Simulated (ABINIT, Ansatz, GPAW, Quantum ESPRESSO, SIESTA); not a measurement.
## Mg₇Cu (P-6m2, 8 atoms in the cell) computed with different codes at matched settings

Self-consistent single point, at a second geometry (lattice scaled by 0.98). First geometry:

```yaml
crystal:
  lattice:
    - [6.19671, 0.00000, 0.00000]
    - [-3.09836, 5.36651, 0.00000]
    - [0.00000, 0.00000, 5.01070]
  atoms:
    - { symbol: Mg, position: [0.16593, 0.33185, 0.00000] }
    - { symbol: Mg, position: [0.16593, 0.83407, 0.00000] }
    - { symbol: Mg, position: [0.66815, 0.83407, 0.00000] }
    - { symbol: Mg, position: [0.98963, 0.49481, 0.50000] }
    - { symbol: Mg, position: [0.50519, 0.01037, 0.50000] }
    - { symbol: Mg, position: [0.50519, 0.49481, 0.50000] }
    - { symbol: Mg, position: [0.00000, 0.00000, 0.50000] }
    - { symbol: Cu, position: [0.66667, 0.33333, 0.00000] }
```

Shared settings, as Ansatz (a first-principles code) writes them: kpoints.mp_grid.grid = 4 4 5; scf.occupations.method = gaussian; scf.occupations.width = 0.1 eV. Potentials and cutoffs stand in the table.

```tsv
code	model	ΔF from the first geometry (meV/atom)	pressure (GPa)	largest force (eV/Å)	cutoff
SIESTA	GGA PBEsol, numerical atomic orbitals DZP, PseudoDojo PBEsol standard norm-conserving potentials (rewritten from UPF to PSML)	15.0	4.29	0.065	grid 400 Ry
Quantum ESPRESSO	PBEsol, PseudoDojo standard norm-conserving (PBESOL) pseudopotentials	1.9	1.66	0.054	95 Ry
Ansatz	PBEsol, PAW files made with PBE	1.8	1.65	0.048	default
ABINIT	PBEsol, PAW (JTH v2.0 PBE PAW, files made for PBE)	2.4	1.62	0.047	30 Ha
GPAW	PBEsol, GPAW PAW datasets PBEsol (made by gpaw-setup)	2.4	1.70	0.040	850 eV
```

Size of the force on each atom (eV/Å): Sizes of forces hide their directions.

```tsv
code	Mg1	Mg2	Mg3	Mg4	Mg5	Mg6	Mg7	Cu8
SIESTA	0.065	0.065	0.065	0.019	0.019	0.019	0.000	0.000
Quantum ESPRESSO	0.033	0.033	0.033	0.054	0.054	0.054	0.000	0.000
Ansatz	0.029	0.029	0.029	0.048	0.048	0.048	0.000	0.000
ABINIT	0.028	0.028	0.028	0.047	0.047	0.047	0.000	0.000
GPAW	0.028	0.028	0.028	0.040	0.040	0.040	0.000	0.000
```

On Ansatz's run: spin polarisation is off.

The spread over the programs that give each value: ΔF from the first geometry within 13.2 meV/atom; pressure within 2.67 GPa; largest force within 0.025 eV/Å.

SIESTA uses small atom-centred bases, whose incompleteness enters pressures, forces and empty levels differently from a plane-wave cutoff. Ansatz's pressure is given at a fixed set of plane waves, as the other plane-wave codes print theirs. In the pressure, SIESTA (by 2.63) lies more than 1 GPa from the median of the plane-wave programs.

The starting cell comes from a database of computed structures (which also holds hypothetical and non-ambient phases and stackings), without a prior relaxation at this level. For this run, on top of that: lattice scaled by 0.98.

Left out of this page: CP2K (unsound by tests on forces, stress, charge or solver warnings).

Keys are those of Ansatz 0.2.
